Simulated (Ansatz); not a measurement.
Cubic perovskite CsPbBr3 (cubic high-temperature phase), treated with PBEsol+SOC (Ansatz, a quantum-chemistry and plane-wave program, plane waves, PAW).

Run with plane-wave cutoff 520 eV, 8×8×8 k mesh, PAW data made under PBE.

Computed at the level's own relaxed cell.

Elastic tensor (GPa, Voigt notation, ions relaxed):

```
   49.4     6.2     6.2     0.0     0.0     0.0
    6.2    49.4     6.2     0.0     0.0     0.0
    6.2     6.2    49.4     0.0     0.0     0.0
    0.0     0.0     0.0     4.0     0.0     0.0
    0.0     0.0     0.0     0.0     4.0     0.0
    0.0     0.0     0.0     0.0     0.0     4.0
```

Worked from these constants: the tetragonal shear constant is C′ = (C11 − C12)/2 = 21.6 GPa against C44 = 4.0 GPa, so the C44 shear is the softer. The Zener ratio C44/C′ is 0.19 (1 for an isotropic solid), and the Cauchy pressure C12 − C44 is 2.2 GPa. With C11 + 2C12 = 61.8 GPa all three Born conditions hold; they don't test modes at the zone boundary.

Note: the relaxation could not lower the start's symmetry, so the cell can be a saddle point above a distorted one.

Computed values are for the static lattice.
